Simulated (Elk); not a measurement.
# A self-consistent single point of Ti (P6_3/mmc, 2 atoms in the cell) with Elk

Computed with PBE, all-electron FP-LAPW, Elk's shipped species files, default APW+lo basis run with Elk.

Input as run:

```
tasks
  0

xctype
  20

swidth
  0.00367493

maxscl
  100

scale
  5.574692066

avec
    0.5000000000   -0.8660254038    0.0000000000
    0.5000000000    0.8660254038    0.0000000000
    0.0000000000    0.0000000000    1.5864406783

sppath
  './'

atoms
  1
  'Ti.in'
  2
  0.3333333333  0.6666666667  0.2500000000    0.0 0.0 0.0
  0.6666666667  0.3333333333  0.7500000000    0.0 0.0 0.0

ngridk
  13 13 7
```

The program printed (abridged):

```
│ Elk code version 10.2.4 │

All units are atomic (Hartree, Bohr, etc.)

│ Ground-state run starting from atomic densities │

Lattice vectors :
   2.787346033      -4.827824948       0.000000000
   2.787346033       4.827824948       0.000000000
   0.000000000       0.000000000       8.843918262

Unit cell volume      :    238.0220096
Brillouin zone volume :    1.042131414

Muffin-tin inner radius fraction :   0.1000000000E-01

Nuclei treated as point charges

Species :    1 (Ti)
 parameters loaded from : Ti.in
 name : titanium
 nuclear charge    :   -22.00000000
 electronic charge :    22.00000000
 atomic mass :    87256.20310
 muffin-tin radius :    2.400000000
 number of radial points in muffin-tin :    497
 atomic positions (lattice), magnetic fields (Cartesian) :
   1 :   0.33333333  0.16666667  0.25000000    0.00000000  0.00000000  0.00000000
   2 :  -0.33333333 -0.16666667 -0.25000000    0.00000000  0.00000000  0.00000000

Total number of atoms per unit cell :    2

Spin treatment :
 spin-unpolarised

Number of Bravais lattice symmetries :   24
Number of crystal symmetries         :   24
Crystal has inversion symmetry
Real symmetric eigensolver will be used

k-point grid :     13    13     7
k-point offset :    0.000000000       0.000000000       0.000000000
k-point set is reduced with full crystal symmetry group
Total number of k-points :       84

Muffin-tin radius times maximum |G+k| :    7.000000000
 using average radius
Maximum |G+k| for APW functions       :    2.916666667
Maximum (1/2)|G+k|²                   :    4.253472222
Maximum |G| for potential and density :    12.00000000
 potential will be trimmed for |G| > 2 gkmax
Constant for pseudocharge density :    7
Radial integration step length :    4

G-vector grid sizes :     24    24    35
Number of G-vectors :     6885

Maximum angular momentum used for
 APW functions                      :    8
 outer part of muffin-tin           :    6
 inner part of muffin-tin           :    1

Total nuclear charge    :   -44.00000000
Total core charge       :    20.00000000
Total valence charge    :    24.00000000
Total excess charge     :    0.000000000
Total electronic charge :    44.00000000

Effective Wigner radius, rₛ :    1.088993474

Number of empty states         :    8
Total number of valence states :   20
Total number of core states    :   20

Total number of local-orbitals :   26

Exchange-correlation functional :     20     0     0
 Perdew-Burke-Ernzerhof, Phys. Rev. Lett. 77, 3865 (1996)
 gradient requirement :    1
 generalised gradient approximation (GGA)

Smearing type :    3
 Fermi-Dirac
Smearing width :   0.3674930000E-02
Effective electronic temperature (K) :    1160.451112

Mixing type :    3
 Broyden mixing, J. Phys. A: Math. Gen. 17, L317 (1984)

Kohn-Sham potential initialised from atomic data

│ Self-consistent loop started │
│ Loop number : 1 │
 total energy                :     -1705.11542176
│ Loop number : 2 │
 total energy                :     -1705.22823936
RMS change in Kohn-Sham potential (target) :   0.3331801373     (  0.1000000000E-05)
Absolute change in total energy (target)   :   0.1128176089     (  0.1000000000E-03)
│ Loop number : 3 │
 total energy                :     -1705.35334360
RMS change in Kohn-Sham potential (target) :   0.3200027063     (  0.1000000000E-05)
Absolute change in total energy (target)   :   0.1533086368     (  0.1000000000E-03)
│ Loop number : 4 │
 total energy                :     -1706.45118415
RMS change in Kohn-Sham potential (target) :   0.1720115860     (  0.1000000000E-05)
Absolute change in total energy (target)   :    1.136167709     (  0.1000000000E-03)
│ Loop number : 5 │
 total energy                :     -1707.27851189
RMS change in Kohn-Sham potential (target) :   0.6179313750E-01 (  0.1000000000E-05)
Absolute change in total energy (target)   :    1.111369663     (  0.1000000000E-03)
│ Loop number : 6 │
 total energy                :     -1707.58866984
RMS change in Kohn-Sham potential (target) :   0.1740007536E-01 (  0.1000000000E-05)
Absolute change in total energy (target)   :   0.5880003682     (  0.1000000000E-03)
│ Loop number : 7 │
 total energy                :     -1707.71648072
RMS change in Kohn-Sham potential (target) :   0.1149877530E-02 (  0.1000000000E-05)
Absolute change in total energy (target)   :   0.2748109714     (  0.1000000000E-03)
│ Loop number : 8 │
 total energy                :     -1707.71568457
RMS change in Kohn-Sham potential (target) :   0.6097187422E-03 (  0.1000000000E-05)
Absolute change in total energy (target)   :   0.6790659730E-01 (  0.1000000000E-03)
│ Loop number : 9 │
 total energy                :     -1707.72640055
RMS change in Kohn-Sham potential (target) :   0.9542922941E-04 (  0.1000000000E-05)
Absolute change in total energy (target)   :   0.2769262468E-01 (  0.1000000000E-03)
│ Loop number : 10 │
 total energy                :     -1707.72531831
RMS change in Kohn-Sham potential (target) :   0.1700145462E-04 (  0.1000000000E-05)
Absolute change in total energy (target)   :   0.5840915222E-02 (  0.1000000000E-03)
│ Loop number : 11 │
 total energy                :     -1707.72516332
RMS change in Kohn-Sham potential (target) :   0.8890602566E-05 (  0.1000000000E-05)
Absolute change in total energy (target)   :   0.1305239487E-02 (  0.1000000000E-03)
│ Loop number : 12 │
 total energy                :     -1707.72498866
RMS change in Kohn-Sham potential (target) :   0.4114995379E-06 (  0.1000000000E-05)
Absolute change in total energy (target)   :   0.1516530110E-03 (  0.1000000000E-03)
│ Loop number : 13 │
 total energy                :     -1707.72497722
RMS change in Kohn-Sham potential (target) :   0.1409585128E-06 (  0.1000000000E-05)
Absolute change in total energy (target)   :   0.2647177735E-04 (  0.1000000000E-03)
Convergence targets achieved

│ Loop number : 14 │

Energies :
 Fermi                       :     0.278290023134
 sum of eigenvalues          :     -997.393812464
 electron kinetic            :      1723.67119092
 core electron kinetic       :      1586.45461294
 Coulomb                     :     -3346.95616513
 Coulomb potential           :     -2611.73328671
 nuclear-nuclear             :     -230.342626825
 electron-nuclear            :     -3621.49378990
 Hartree                     :      504.880251593
 Madelung                    :     -2041.08952177
 xc potential                :     -109.331716676
 exchange                    :     -82.5454686160
 correlation                 :     -1.89166660221
 electron entropic           :    -0.286292446976E-02
 total energy                :     -1707.72497235

Density of states at Fermi energy :    61.29564976
 (states/Hartree/unit cell)

Estimated indirect band gap :   0.8911118595E-03
 from k-point     66 to k-point     64
Estimated direct band gap   :   0.3156639662E-02
 at k-point     63

Charges :
 core                        :    20.00000000
 valence                     :    24.00000000
 interstitial                :    3.335248747
 muffin-tins (core leakage)
  species :    1 (Ti)
   atom    1                 :    20.33237563     (  0.5554259275E-09)
   atom    2                 :    20.33237563     (  0.5554259275E-09)
 total in muffin-tins        :    40.66475125
 total calculated charge     :    44.00892115
 total charge                :    44.00000000
 error                       :   0.8921150009E-02

│ Self-consistent loop stopped │
```

The run converged in 14 iterations. The count includes the last loop, which Elk runs after its targets are met.

The starting cell has typed, rounded lattice constants, without a prior relaxation at this level. Spin polarisation is off. Values depend on the basis (sphere radii, cutoffs, local orbitals), which need not be converged. The log's line on a gap gives a spacing of levels on this mesh, which the program prints for metals too.
